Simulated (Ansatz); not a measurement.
End structure of NH3 on the 1x1 (110) surface of bcc W, one in a 2x2 cell, started at the site 'bridge W-W (span 2.8 Å)':

```xyz
20
Lattice="5.5154 0.0000 0.0000 -1.8385 5.1999 0.0000 0.0000 0.0000 26.0000" Properties=species:S:1:pos:R:3 pbc="T T T"
W      0.9192     1.3000     9.6951
W      0.0000     3.8999     9.6951
W      3.6769     1.3000     9.6951
W      2.7577     3.8999     9.6951
W      0.0000     0.0000    11.8698
W     -0.9192     2.6000    11.8698
W      2.7577     0.0000    11.8698
W      1.8385     2.6000    11.8698
W      0.9231     1.3039    14.1255
W     -0.0130     3.9092    14.1320
W      3.6910     1.2900    14.1328
W      2.7549     3.8948    14.1252
W     -0.0006    -0.0004    16.4217
W     -0.9180     2.6010    16.2858
W      2.7586    -0.0017    16.2855
W      1.8405     2.5978    16.3078
N     -0.0325     0.0186    18.7162
H      0.8659     0.3584    19.0710
H     -0.7809     0.6437    19.0311
H     -0.2101    -0.9277    19.0648
```

Slab: 20 atoms, 6.6 Å thick at the start under the adsorbate (thin: gaps and levels are the slab's own); k 6x6x1, smearing 0.1 eV, dipole-corrected; 8 atoms held, the rest relaxed; no symmetry held; no spin, no spin-orbit, no U, no dispersion correction. At the end it is bonded to W. In PBE it is, or lies within 0.03 eV of, the lowest of the starts that converged.

A negative adsorption energy means that the adsorbate is more stable on the surface than in its reference.

Q: What is the computed change of the work function (Ansatz (a quantum-chemistry and plane-wave program) with PBE)?

A: -2.21 eV

Q: What is the computed adsorption energy against NH3(g) (PBE)?

A: -0.86 eV

Q: What is the computed change of the step from the bottom to the top vacuum level, against the clean slab (PBE)?

A: -2.19 eV

Q: What is the computed work function of the top face (PBE)?

A: 2.61 eV
